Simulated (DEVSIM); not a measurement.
Structure: abrupt InP p-n junction, at 400 K.

| layer (left to right) | material | thickness (μm) | Nd (cm⁻³) | Na (cm⁻³) | τn (s) | τp (s) |
|---|---|---|---|---|---|---|
| 1 | InP | 0.840 | - | 2.1e17 | 1.3e-8 | 1.3e-8 |
| 2 | InP | 0.340 | 2.9e14 | - | 1.3e-8 | 1.3e-8 |

Left contact: ohmic. Right contact: ohmic. Voltage is applied to the left contact. Recombination: SRH at mid-gap, radiative. Mobility is constant in doping.

The device is made up for the run: typed textbook-type constants, with dimensions and the other settings drawn at random. Values at 300 K; Nc and Nv go as T^1.5, mobilities as T to minus their exponent, the gap by Varshni's rule with the affinity fixed.

| parameter | InP |
|---|---|
| gap (eV) | 1.344 |
| affinity (eV) | 4.38 |
| permittivity | 12.5 |
| Nc (cm⁻³) | 5.7e17 |
| Nv (cm⁻³) | 1.1e19 |
| μn (cm²/Vs) | 5200 |
| μp (cm²/Vs) | 170 |
| T exponent of μn | 2 |
| T exponent of μp | 2 |
| B (cm³/s) | 1.2e-10 |
| Varshni α (eV/K) | 0.000363 |
| Varshni β (K) | 162 |

DEVSIM, 1D drift-diffusion, Boltzmann statistics, complete ionisation; no tunnelling, impact ionisation, image-force lowering or self-heating.

The thickness of layer 1 was swept, all else fixed.

```csv
thickness of layer 1 (μm),dark forward voltage at 100 A/cm² (V)
0.17,0.774
0.29,0.777
0.5,0.780
0.84,0.783
1.4,0.785
2.5,0.789
4.2,___
```

### Question
What belongs in the gaps?

### Answer

- 4.2, dark forward voltage at 100 A/cm² (V): 0.794
